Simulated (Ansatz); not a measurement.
Response to strain in BeS

The reference is BeS in the zinc blende structure (space group F-43m, No. 216; a = 4.869 Å). Axes: x, y, z lie along the cube axes.

Strains are applied to the cell and any free atomic positions relax; under biaxial strain the out-of-plane vector relaxes too.

All numbers come from plane-wave PAW DFT at the r2SCAN level (Ansatz, a first-principles code, 500 eV), spin-orbit coupling left out.

Notes on the quantities. energy relative to the base: free energy F.

```json
[
 {"biaxial strain, plane normal [001], relaxed out of plane (%)": "0", "energy relative to the base (meV/atom)": "0.0"},
 {"biaxial strain, plane normal [001], relaxed out of plane (%)": "0.5", "energy relative to the base (meV/atom)": "?"},
 {"biaxial strain, plane normal [001], relaxed out of plane (%)": "1", "energy relative to the base (meV/atom)": "1.6"},
 {"biaxial strain, plane normal [001], relaxed out of plane (%)": "1.5", "energy relative to the base (meV/atom)": "3.5"},
 {"biaxial strain, plane normal [001], relaxed out of plane (%)": "2", "energy relative to the base (meV/atom)": "6.2"},
 {"biaxial strain, plane normal [001], relaxed out of plane (%)": "2.5", "energy relative to the base (meV/atom)": "9.5"},
 {"biaxial strain, plane normal [001], relaxed out of plane (%)": "3", "energy relative to the base (meV/atom)": "13.6"}
]
```

**Question.** Fit ΔE = Aε² + Bε³ (ε in %) to the rows shown and predict the withheld row.

**Answer.** Least squares on the printed values gives A = 1.61 and B = -0.034 meV/atom (largest residual 0.0 meV/atom); this predicts 0.4 meV/atom, and the run gives 0.4 meV/atom, in agreement.

No phonon test of stability was made.
